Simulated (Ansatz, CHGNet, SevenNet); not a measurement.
ZnSnN2 (model structure, started from the alpha NaFeO2 type, R-3m, No. 166, 4 atoms in the cell): properties by level of theory

| level (code) | equilibrium lattice constant a (Å) | lattice parameter c (Å) |
|---|---|---|
| CHGNet-r²SCAN | 3.189 | 15.583 |
| SevenNet-l3i5 | 3.230 | 15.760 |
| LDA (Ansatz) | 3.137 | 15.241 |
| PBEsol (Ansatz) | 3.164 | 15.407 |

Ansatz's density-functional and Hartree–Fock values are scalar-relativistic unless marked +SOC, with PAW data made under PBE.

Static lattice: no zero-point or thermal effects.

A model structure was made by putting elements into a prototype or built by hand; it is no filed structure, need not be a known phase, and can be a saddle point held by its symmetry.

Ansatz is an electronic-structure program.
